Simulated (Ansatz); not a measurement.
Consider WS₂ in the 2H-MoS2 type structure (space group P6_3/mmc, No. 194; layered, stacked along the Cartesian z axis).

```xyz
6
Lattice="3.1148 0.0000 0.0000 -1.5574 2.6975 0.0000 0.0000 0.0000 11.7731" Properties=species:S:1:pos:R:3 pbc="T T T"
W      0.0000     1.7983     2.9433
W      1.5574     0.8992     8.8298
S      0.0000     1.7983     7.2577
S      1.5574     0.8992     1.3711
S      1.5574     0.8992     4.5154
S      0.0000     1.7983    10.4019
```

Computed with PBEsol-D3(BJ), PAW, 420 eV (Ansatz, an electronic-structure program; spin-orbit coupling left out).

One thing is altered: full substitution S → Se; the structure is relaxed again.

Measured band gap: WS2 1.35 eV (room temperature; as listed in Carlos M. O. Bastos et al., Physical Review Materials (2019)); WSe2 1.2 eV (room temperature; as listed in Carlos M. O. Bastos et al., Physical Review Materials (2019)).

Measured lattice parameter a: WS2 3.153 Å (room temperature; as listed in arXiv:1605.07067); WSe2 3.282 Å (room temperature; as listed in arXiv:1605.07067).

**Question.** How well does PBEsol-D3(BJ) reproduce the measured shift?

**Answer.** With PBEsol-D3(BJ) the band gap moves by +0.02 eV (0.65 → 0.67) against -0.15 eV measured; the lattice parameter a moves by +0.116 Å (3.115 → 3.231) against +0.129 Å measured.

Spin-orbit coupling, missing from the scalar runs, can matter with W. No phonon test of stability was made.
